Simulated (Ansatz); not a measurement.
Effect of biaxial strain −4.61 %, plane normal [001], relaxed out of plane on ZnO

The reference is ZnO in the wurtzite structure (space group P6_3mc, No. 186; a = 3.2352 Å, c = 5.2114 Å). Axes: x lies along a and z along c of the hexagonal cell.

Now apply this change: compressive biaxial strain of 4.61 % in the plane normal to [001], as in epitaxy on a mismatched substrate; the out-of-plane cell vector and the atoms relax.

Computed with Ansatz (a quantum-chemistry and plane-wave program) r2SCAN, no spin-orbit coupling. Γ-centred 12×12×7 mesh, Fermi–Dirac width 0.05 eV.

| quantity | base | changed | shift |
|---|---|---|---|
| space group | P6_3mc (No. 186) | P6_3mc (No. 186) | – |
| pressure (mean of the normal stresses, compression positive) | 0.00 GPa | 7.28 GPa | +7.28 GPa |
| band gap | 1.24 eV | 1.16 eV | -0.08 eV |
| gap character | direct at Γ | direct at Γ | – |
| electron mass | 0.19 mₑ (at Γ) | 0.17 mₑ out of plane, 0.20 mₑ in plane (at Γ) | – |
| valence-band top at Γ (three highest levels, from the VBM) | 0.00, 0.00, -0.10 eV | 0.00, 0.00, -0.25 eV | – |
| out-of-plane strain | – | +4.45 % | – |
| ratio −ε⊥/ε∥ | – | 0.97 | – |

Final structure (turned so that z lies along the plane normal):

```
ZnO
1.0
    3.08604     0.00000     0.00000
    1.54302     2.67259     0.00000
    0.00000     0.00000     5.44343
Zn O
2 2
Direct
  0.66667   0.66667   0.99088
  0.33333   0.33333   0.49088
  0.66667   0.66667   0.63432
  0.33333   0.33333   0.13432
```

Masses are band curvatures over ±0.01 Å⁻¹ around the edge. Semilocal Kohn–Sham gaps tend to fall short of experiment. Whether these cells are dynamically stable was not tested.
